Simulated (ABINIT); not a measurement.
Several settings converged on SrSi (Cm, 4 atoms in the cell)

```yaml
crystal:
  lattice:
    - [2.42164, -5.67650, 0.00000]
    - [2.42164, 5.67650, 0.00000]
    - [0.00000, 0.00000, 4.06799]
  atoms:
    - { symbol: Sr, position: [0.36129, 0.63871, 0.26229] }
    - { symbol: Sr, position: [0.63871, 0.36129, 0.75000] }
    - { symbol: Si, position: [0.06371, 0.93629, 0.25000] }
    - { symbol: Si, position: [0.93629, 0.06371, 0.75000] }
```

Base method: PBEsol, PAW (JTH v2.0 PBE PAW, files made for PBE) (plane waves; ABINIT).

Base settings: pseudos = [Sr.GGA_PBE-JTH.xml, Si.GGA_PBE-JTH.xml]; ecut = 40 Ry; pawecutdg = 80 Ry; pawxcdev = 0; ixc = -116133; occopt = 3; tsmear = 0.1 eV; ngkpt = 3 3 3; nshiftk = 1; shiftk = 0 0 0.

The count of work is k-points × plane waves × bands × iterations; it is no time. Core times come from one kind of shared machine, to one figure; runs under 30 s give none.

**The plane-wave cutoff**

Moved along: pawecutdg.

The second cell is the first with its lattice scaled by 0.98.

The mesh stays at the base's, so the ladder's end is converged at best in this setting alone.

Only quantities that move along the ladder and can be compared are tabulated.

```tsv
ecut	free energy less the last step's (meV/atom)	energy of the compressed cell less the first (meV/atom)	pressure (GPa)	largest difference of a force vector from the last step's (eV/Å)	count of work / last	core time / last (rough)
14 Ry	109.14	-6.48	-5.42	0.012	0.033	–
16 Ry	43.52	-4.24	-2.45	0.010	0.040	–
18 Ry	35.20	-4.87	-1.91	0.008	0.053	–
22 Ry	25.95	-5.40	-2.19	0.008	0.078	0.2
28 Ry	6.37	-5.45	-2.04	0.005	0.15	0.2
36 Ry	2.07	-5.47	-1.88	0.004	0.23	0.5
40 Ry	1.80	-5.46	-1.88	0.003	0.27	0.3
48 Ry	0.61	-5.47	-1.90	0.003	0.35	0.5
96 Ry	0.00	-5.49	-1.87	0.000	1.0	1
```

Coarsest ecut that holds the energy of the compressed cell less the first within 0.2 meV/atom of the last step, with all finer ones: 22 Ry, at 0.078 of the last step's count of work and about 0.2 of the last step's time; the step before is off by 0.62 meV/atom.

Coarsest ecut that holds the free energy within 5 meV/atom of the last step, with all finer ones: 36 Ry, at 0.23 of the last step's count of work; the step before is off by 6.4 meV/atom.

The energy difference between the two cells stays within 1 meV/atom of the last step's from 18 Ry on, the total only from 48 Ry on: much of the error is common to both cells and cancels.

At the lowest cutoff the pressure lies 3.5 GPa under the last step's, the usual sign of Pulay stress in an incomplete plane-wave basis.

**The density cutoff**

The mesh stays at the base's, so the ladder's end is converged at best in this setting alone.

Only quantities that move along the ladder and can be compared are tabulated.

| pawecutdg | largest difference of a force vector from the last step's (eV/Å) |
|---|---|
| 40 Ry | 0.009 |
| 50 Ry | 0.001 |
| 60 Ry | 0.006 |
| 80 Ry | 0.003 |
| 100 Ry | 0.001 |
| 160 Ry | 0.000 |

Coarsest pawecutdg that holds the forces within 0.005 eV/Å of the last step, with all finer ones: 80 Ry; the step before is off by 0.006 eV/Å.

On the base run: the starting cell comes from a database of computed structures (which also holds hypothetical and non-ambient phases and stackings), without a prior relaxation at this level. Its lattice was rescaled by up to half a per cent. One atom was moved a little off its site on purpose. The potentials were made for another functional than the one used. Without a gap this mesh is coarse (it stands for a supercell whose shortest vector is 12 Å).
